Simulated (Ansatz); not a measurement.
## SiSe₂ (P2₁/c, No. 14, 24 atoms in the cell; start mp-1250007; a measured phase of this formula has another space group)

These are LDA (plane waves, PAW; Ansatz, an electronic-structure program) values and carry that method's errors.

Numerical settings: plane-wave cutoff 520 eV, 6×2×6 k mesh (along the axes of the cell as run), Fermi–Dirac smearing 0.01 eV, scalar-relativistic PAW data made under PBE.

Cell (relaxed with PBE-D3(BJ)):

```
Se2Si
1.0
    6.22698     0.00000     0.03393
    0.00000    16.71554     0.00000
   -1.15237     0.00000     6.03515
Si Se
8 16
Direct
  0.12598   0.06472   0.12476
  0.87402   0.93528   0.87524
  0.87402   0.56472   0.37524
  0.12598   0.43528   0.62476
  0.37226   0.19547   0.37013
  0.62774   0.80453   0.62987
  0.62774   0.69547   0.12987
  0.37226   0.30453   0.87013
  0.00288   0.18306   0.24910
  0.99712   0.81694   0.75090
  0.99712   0.68306   0.25090
  0.00288   0.31694   0.74910
  0.50213   0.31175   0.24462
  0.49787   0.68825   0.75538
  0.49787   0.81175   0.25538
  0.50213   0.18825   0.74462
  0.49543   0.07660   0.25002
  0.50457   0.92340   0.74998
  0.50457   0.57660   0.24998
  0.49543   0.42340   0.75002
  0.00971   0.44919   0.25009
  0.99029   0.55081   0.74991
  0.99029   0.94919   0.24991
  0.00971   0.05081   0.75009
```

For SiSe₂ (P2₁/c, No. 14, 24 atoms in the cell; start mp-1250007; a measured phase of this formula has another space group), the band gap comes out as 2.04 eV and the direct gap at Γ comes out as 2.39 eV.

Note: cell and atoms aren't relaxed at this level (pressure -1.7 GPa).

Spin–orbit coupling is not included.

The computed numbers hold no vibrational or temperature effects.

Computing time: roughly 14 core-minutes.

A start named mp-… is a Materials Project structure, which need not be a measured phase.
